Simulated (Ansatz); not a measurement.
## A self-consistent single point of ZnSe (F-43m, 2 atoms in the cell) with Ansatz

Computed with PBE, harder PAW files (source: ansatz) (plane waves; Ansatz, a first-principles code).

Input:

Ansatz 0.2 input:
```yaml
crystal:
  lattice:
    - [0.000000, 2.832445, 2.832445]
    - [2.832445, 0.000000, 2.832445]
    - [2.832445, 2.832445, 0.000000]
  atoms:
    - { symbol: Zn, position: [0.000000, 0.000000, 0.000000] }
    - { symbol: Se, position: [0.750000, 0.750000, 0.750000] }
basis:
  ecutwfc: 660.0 eV
kpoints:
  mp_grid: { grid: [5, 5, 5] }
hamiltonian:
  xc: pbe
  pseudopotentials: { kind: paw, source: ansatz }
scf:
  occupations: { method: fixed }
output:
  forces: true
  eigenvalues: true
  stress: true
```

The program printed (abridged):

```
WARN ansatz: RAYON_NUM_THREADS=1 ignored (pool sized by the plan → 1); use --threads N
Pseudopotentials: kind: paw
Pseudopotential: Zn, paw, valence charge 20
Pseudopotential: Se, paw, valence charge 16
Crystal: 2 atoms, lattice volume = 45.448 Å³
Basis set: ecut = 660 eV, 1807 PW (Γ), exchange–correlation on 72×72×72 points (8 copies of the dense FFT grid, shifted against one another)
Bands: 22, of which v1, the nominal top of the filled ones, is band 18 counted from 1 (17 counted from 0)
Symmetry: 24 space group operations
Space group: F-43m (ITA 216), of the structure as read, at distance tolerance 3.6e-5 Å
k-points: 10 of 125 (time reversal used)
Initial density: superposition of atomic densities (chi_scale 0.1, normalization cell, long waves kept (reshape's long-wave potential 0.00 eV rms))
Initial wavefunctions: pseudopotential atomic-orbital guess
Eigensolver: davidson
Functional: x = pbe(κ = 0.804, μ = 0.2195149727645171), c = pbe(β = 0.06672455060314922)
SCF iter   1: F=—  HF=-12954.769518 eV  |F-HF|=—  |Δ(HF+E_count)|=         —  Δρ=9.96e-2  dr2=3.17e0  ethr=3.10e-3  ⟨swp⟩=5.0  Hψ=819  notcnv=0  defer=15
all-band conjugate gradients solve this SCF's bands
preconditioner: auto → none
SCF iter   2: F=—  HF=-12954.096040 eV  |F-HF|=—  |Δ(HF+E_count)|=   6.73e-1  Δρ=6.77e-2  dr2=1.07e0  ethr=3.10e-3  ⟨swp⟩=3.0  Hψ=545  notcnv=0  defer=16
SCF iter   3: F=—  HF=-12953.683578 eV  |F-HF|=—  |Δ(HF+E_count)|=   4.12e-1  Δρ=1.63e-2  dr2=7.15e-2  ethr=2.96e-3  ⟨swp⟩=2.0  Hψ=456  notcnv=0  defer=6
SCF iter   4: F=—  HF=-12953.662820 eV  |F-HF|=—  |Δ(HF+E_count)|=   2.08e-2  Δρ=4.89e-3  dr2=5.73e-3  ethr=1.98e-4  ⟨swp⟩=2.0  Hψ=403  notcnv=0  defer=17
SCF iter   5: F=—  HF=-12953.661246 eV  |F-HF|=—  |Δ(HF+E_count)|=   1.57e-3  Δρ=1.49e-3  dr2=6.79e-4  ethr=1.59e-5  ⟨swp⟩=2.0  Hψ=413  notcnv=0  defer=17
SCF iter   6: F=—  HF=-12953.661219 eV  |F-HF|=—  |Δ(HF+E_count)|=   2.70e-5  Δρ=4.04e-4  dr2=4.63e-5  ethr=1.89e-6  ⟨swp⟩=2.0  Hψ=324  notcnv=0  defer=17
SCF iter   7: F=—  HF=-12953.661200 eV  |F-HF|=—  |Δ(HF+E_count)|=   1.96e-5  Δρ=1.26e-4  dr2=4.29e-6  ethr=1.29e-7  ⟨swp⟩=3.0  Hψ=453  notcnv=0  defer=2
SCF iter   8: F=-12953.661198 eV  HF=-12953.661198 eV  |F-HF|=3.81e-9  |Δ(HF+E_count)|=   1.29e-6  Δρ=2.76e-6  dr2=2.91e-9  ethr=2.78e-10  ⟨swp⟩=5.2  Hψ=1169  notcnv=0
SCF 1 converged in 8 iterations: F = -12953.661198 eV  dr2 = 2.91e-9
SCF converged after 8 iterations
Free energy (F): -12953.661198 eV
Harris-Foulkes:  -12953.661198 eV  (|F-HF|=3.81e-9)
Internal energy: -12953.661198 eV  (E = F + TS)
E sigma→0 (E₀):  -12953.661198 eV
Fermi energy:    8.177749 eV
--- Per-component energies (eV) ---
  E_band       = -1003.632549
  E_kinetic    = 720.797029
  E_local      = -9738.068621  (includes V_loc(G=0)·N_el)
  E_nonlocal   = 297.108741
  E_hartree    = 3826.328731
  E_xc         = -302.802529
  E_vxc        = -297.628304  (∫ρ·V_xc dr)
  E_paw        = -3282.106658  (= ΣΔE_a)
  E_vpaw       = 361.503689  (= ΣTr[D̂ρ^β])
  E_aug_tail   = -0.000042  (compensation charges beyond the density's cutoff)
  E_ewald      = -4474.917850
  E_smearing   = -0.000000  (= −TS)
  E_closure    = 0.000000  (closes the sum)
  Σ components = -12953.661198   (vs F -12953.661198, Δ=0.00e0)
--- Forces (eV/Å), atoms counted from 1 ---
  atom   1  Zn    -0.00000000     0.00000000     0.00000000
  atom   2  Se     0.00000000    -0.00000000     0.00000000
  max |Σ_I F_I| component: 1.85e-17 eV/Å
--- Stress (GPa, compression-positive) ---
        2.308299       0.000000      -0.000000
        0.000000       2.308299       0.000000
       -0.000000       0.000000       2.308299
  P = ⅓ Tr σ = 2.3083 GPa (23.083 kbar)
  The stress holds the Pulay correction. Without it, at fixed plane waves, as pw.x and ABINIT print it: P = 2.3040 GPa
--- Band table (eV; the first three rows and the last of 10) ---
  k-point 0: bands = ["-117.0348", "-71.2015", "-71.2015", "-71.2015", "-38.6644", "-38.6644", "-38.6644", "-38.6601", "-38.6601", "-5.0910", "1.6239", "1.6239", "1.6239", "1.9946", "1.9946", "8.1777", "8.1777", "8.1777", "9.4695", "13.9817", [...]
  k-point 1: bands = ["-117.0348", "-71.2015", "-71.2015", "-71.2015", "-38.6644", "-38.6643", "-38.6643", "-38.6601", "-38.6601", "-4.8458", "1.6533", "1.6602", "1.6602", "1.9932", "1.9932", "5.8033", "7.8359", "7.8359", "10.8614", "14.2642", [...]
  k-point 2: bands = ["-117.0348", "-71.2015", "-71.2015", "-71.2015", "-38.6644", "-38.6642", "-38.6642", "-38.6600", "-38.6600", "-4.3873", "1.7061", "1.7061", "1.9441", "2.0079", "2.0079", "3.4550", "7.3782", "7.3782", "10.7771", "14.6094", [...]
  k-point 9: bands = ["-117.0348", "-71.2015", "-71.2015", "-71.2015", "-38.6644", "-38.6642", "-38.6641", "-38.6601", "-38.6600", "-4.1006", "1.7354", "1.7972", "1.9233", "2.0032", "2.1912", "3.6125", "5.3606", "6.1360", "13.2209", "13.4139", [...]
```

The run converged in 8 iterations.

The starting cell comes from a database of computed structures (which also holds hypothetical and non-ambient phases and stackings), without a prior relaxation at this level. Ansatz's pressure includes its estimate of the finite-basis (Pulay) stress.
